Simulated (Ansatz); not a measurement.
System: L1₂ (Cu3Au-type) CuAu3. Method: PBEsol in Ansatz (plane waves, PAW).

Numerical settings: plane-wave cutoff 500 eV, 14×14×14 k mesh, Fermi–Dirac smearing 0.1 eV, no spin polarisation, scalar-relativistic PAW data made under PBE.

Computed at the level's own relaxed cell.

Estimate the volume per atom and lattice parameter a that the calculation returns.


volume per atom: 15.69 Å³/atom
lattice parameter a: 3.974 Å

The run finds no gap.

Spin–orbit coupling is not included; it can shift volumes and moduli of such heavy elements.

Ansatz is a quantum-chemistry and plane-wave program.
